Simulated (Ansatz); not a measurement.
The parent structure is CoSn (space group P6/mmm, No. 191; a = 5.2937 Å, c = 4.2347 Å; non-magnetic). Axes: x lies along a and z along c of the hexagonal cell.

Method: Ansatz (an electronic-structure program), PBE, PAW, cutoff 420 eV, scalar-relativistic without spin-orbit coupling, earlier PAW set.

For the base:

```
Property            Value
---------------  --------
Pressure          0.0 GPa
Volume per atom  17.13 Å³
```

It is then changed as follows: biaxial strain −4.11 %, plane normal [001], relaxed out of plane (Cartesian); in-plane vectors clamped, the third vector and the atoms free.

How does this affect the pressure and volume per atom?

The pressure (mean of the normal stresses, compression positive) goes from zero to 9.9 GPa; the volume per atom falls by 1.02 Å³ (17.13 Å³ → 16.11 Å³).

Stability against distortions was not tested. Seeded moments were not kept for the base. All final runs are without spin polarisation.
